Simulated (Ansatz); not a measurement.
**ZnS: strain along the normal**

ZnS (wurtzite, P6_3mc, 19.226 Å³/atom at rest, c along z) under an equal strain ε in the (0001) plane with the normal axis free, as in a coherent film. PBEsol in Ansatz, a plane-wave DFT program (PAW, default set), 420 eV, 10×10×6 Γ-centred mesh, Fermi-Dirac smearing 0.05 eV; ions are relaxed within the symmetry of each cell.

Here s stands for strain and y for normal strain.

```
strain (%)  normal strain (%)
----------  -----------------
-1.20                    0.75
-0.60                    0.37
0.00                     0.00
0.60                    -0.36
1.20                    -0.72
3.00                        ?
```

Taking a straight line for y over the 5 complete rows: Means: s 0, y 0.008. About the means, the sum of products is -2.2020 and the sum of squares of s is 3.6000; the slope is their ratio. Least squares gives y = 0.008 - 0.6117·s. Residuals (row less fit): 0.008, -0.005, -0.008, -0.001, 0.006; standard error 0.008 (degrees of freedom: 3). The slope, -0.61 ± 0.00, is the elastic response of the normal axis, −2C13/C33.

Q: Predict the withheld y at s = 3.00 from the fit, and compare with the calculation.

A: y = 0.008 - 0.6117 × 3.0 = -1.827%. The calculation gives -1.78%, 0.047% above the prediction (1.9 % of the range of y in the table). The row lies outside the fitted rows, so this is an extrapolation. From the scatter of the fitted rows alone, a prediction at this place has a standard error of 0.015%, so the miss is 3.1 times that.

One order more, fitted to all 11 runs of the series, follows each within 0.01, so the miss is the next term of a smooth law. ZnS is here the high-temperature form. Rows are the converged runs of the series near zero and its far end; series whose fitted rows scatter by over a few per cent of the range, as at a crossing or softening among them, aren't shown in this form. Most that stay on the fit to the last digits aren't either.
